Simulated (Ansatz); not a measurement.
# Effect of isotropic strain +1.50 % on CdF2

The parent structure is CdF$_{2}$ in the fluorite structure (space group Fm-3m, No. 225; a = 5.481 Å).

The change: every lattice vector is stretched by 1.50 %; the atoms relax in the strained cell.

All numbers come from DFT with PBE, PAW potentials and a 420 eV plane-wave cutoff in Ansatz (an electronic-structure program), spin-orbit coupling left out. Settings: 10×10×10 k-points, 0.05 eV Fermi–Dirac smearing.

```csv
quantity,base,changed,shift
volume per atom,13.73 Å³,14.35 Å³,+0.627 Å³
space group,Fm-3m (No. 225),Fm-3m (No. 225),–
shortest interatomic distance,2.374 Å,2.409 Å,+0.0356 Å
energy relative to the base (free energy F),0 meV/atom,+7.7 meV/atom,+7.7 meV/atom
pressure,0.00 GPa,-3.75 GPa,-3.75 GPa
band gap,2.92 eV,2.76 eV,-0.16 eV
gap character,"indirect, W → Γ","indirect, W → Γ",–
mean gap deformation potential ΔEg/Δln V,–,-3.5 eV,–
width of the top valence band,0.56 eV,0.60 eV,+0.04 eV
electron mass,0.38 mₑ (at Γ),0.38 mₑ (at Γ),–
```

Final structure:

```
CdF2
1.0
    0.00000     2.78186     2.78186
    2.78186     0.00000     2.78186
    2.78186     2.78186     0.00000
Cd F
1 2
Direct
  0.00000   0.00000   0.00000
  0.25000   0.25000   0.25000
  0.75000   0.75000   0.75000
```

Cost of the whole job for the changed cell (relaxation, final SCF and bands): very roughly 11 core-seconds.

Effective masses come from finite differences of ±0.01 Å⁻¹. No phonon test of stability was made.
